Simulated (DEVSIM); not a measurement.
Device: Ni/Al2O3/p-Si capacitor, at 400 K.

Layer 1 from the left is Al2O3, thickness (nm) 4.70. Layer 2 from the left is Si, thickness (nm) 1300, Na (cm⁻³) 1.9e17.

Metal gate on the left, work function 5.1 eV. Fixed charge at the semiconductor interface 0 cm⁻² (in units of +e); no interface traps.

Constants are typed, rounded textbook-type inputs, not results; the design itself was drawn at random and stands for no fabricated device. Values at 300 K; Nc and Nv go as T^1.5, mobilities as T to minus their exponent, the gap by Varshni's rule with the affinity fixed.

Al2O3: gap (eV) 6.8, affinity (eV) 1.35, permittivity 9. Si: gap (eV) 1.124, affinity (eV) 4.05, permittivity 11.7, Nc (cm⁻³) 2.86e19, Nv (cm⁻³) 3.1e19, Varshni α (eV/K) 0.000473, Varshni β (K) 636.

**Question.** Estimate by hand the flat-band voltage, the threshold voltage, and compare with a numerical solution.

**Answer.** 
- Flat-band voltage: C = 1.70 μF/cm², work-function difference 0.144 V; VFB = φms − qNf/C = 0.14 V; numerical 0.14 V.
- Threshold voltage: φF = 0.359 V, depletion charge √(4εqNφF) = 2.13e-7 C/cm²; VT = VFB + 2φF + Qd/C = 0.99 V; numerical 0.99 V.

DEVSIM, 1D Poisson equation in equilibrium, Boltzmann statistics, complete ionisation; no quantum confinement or tunnelling. Metal contacts follow the ideal Schottky-Mott rule: no Fermi-level pinning, no interface dipoles.
